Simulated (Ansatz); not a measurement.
# Pressure series in ZrSi2

Consider ZrSi2 (space group Cmcm, No. 63; a = 3.705 Å, b = 14.795 Å, c = 3.679 Å).

Cell and atoms are relaxed at each pressure.

Method: PBE (Ansatz, a program for electronic structure; PAW; 420 eV plane waves; no spin-orbit coupling), earlier PAW set.

Notes on the quantities. enthalpy: H = E + PV relative to the base's energy.

```json
[
 {"change": "base", "enthalpy": "–", "volume per atom": "16.80 Å³"},
 {"change": "pressure −2 GPa", "enthalpy": "-0.21 eV/atom", "volume per atom": "17.09 Å³"},
 {"change": "pressure −1 GPa", "enthalpy": "-0.11 eV/atom", "volume per atom": "[?]"},
 {"change": "pressure 0.9 GPa", "enthalpy": "+0.09 eV/atom", "volume per atom": "[?]"},
 {"change": "pressure 2.1 GPa", "enthalpy": "+0.22 eV/atom", "volume per atom": "[?]"},
 {"change": "pressure 4.5 GPa", "enthalpy": "+0.46 eV/atom", "volume per atom": "16.24 Å³"},
 {"change": "pressure 9 GPa", "enthalpy": "+0.91 eV/atom", "volume per atom": "15.76 Å³"},
 {"change": "pressure 15 GPa", "enthalpy": "+1.49 eV/atom", "volume per atom": "15.21 Å³"},
 {"change": "pressure 22.5 GPa", "enthalpy": "+2.19 eV/atom", "volume per atom": "14.63 Å³"},
 {"change": "pressure 30 GPa", "enthalpy": "+2.86 eV/atom", "volume per atom": "14.14 Å³"}
]
```

Fill in the withheld entries from the trend.


- pressure −1 GPa, volume per atom: 16.94 Å³
- pressure 0.9 GPa, volume per atom: 16.68 Å³
- pressure 2.1 GPa, volume per atom: 16.53 Å³

Load acts through the strain it causes; cell and atoms are relaxed under it. Stability against distortions was not tested. Competing high-pressure phases were not computed. The final runs are not spin-polarised.
